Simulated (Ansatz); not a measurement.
**Response to strain in hypothetical cubic perovskite CaSnSe3**

The parent structure is CaSnSe3 in the cubic perovskite structure (space group Pm-3m, No. 221; a = 5.2117 Å; a hypothetical phase, not in the database extracts checked). Axes: x, y, z lie along the cube axes.

Strains are applied to the cell and any free atomic positions relax; under biaxial strain the out-of-plane vector relaxes too; under stress the whole cell relaxes.

Computed with Kohn–Sham DFT with the PBEsol functional, run in Ansatz (a program for electronic structure) with PAW and 420 eV plane waves, scalar-relativistic without spin-orbit coupling.

Notes on the quantities. energy relative to the base: free energy F; pressure: mean of the normal stresses, compression positive.

```csv
change,energy relative to the base,pressure,space group
base,0 meV/atom,0.0 GPa,Pm-3m (No. 221)
"biaxial strain −4.41 %, plane normal [001], relaxed out of plane",+47 meV/atom,4.4 GPa,P4/mmm (No. 123)
"biaxial strain −4.68 %, plane normal [110], relaxed out of plane",+33 meV/atom,2.9 GPa,Cmmm (No. 65)
uniaxial strain ε_xx = −3.65 %,(withheld),(withheld),P4/mmm (No. 123)
"uniaxial stress, 3 GPa compression along z",(withheld),–,P4/mmm (No. 123)
```

Q: Complete the table.

A: 
- uniaxial strain ε_xx = −3.65 %, energy relative to the base: +14 meV/atom
- uniaxial strain ε_xx = −3.65 %, pressure: 2.2 GPa
- uniaxial stress, 3 GPa compression along z, energy relative to the base: +6.8 meV/atom

Without a gap, meshes like the base's 9×9×9 leave anisotropic stresses uncertain by several tenths of a GPa, and small strain energies with them. Beyond what the load breaks, stability against distortions was not tested. The final runs are not spin-polarised. Many cubic perovskites are stable only at high temperature; tilts and polar distortions were not tested.
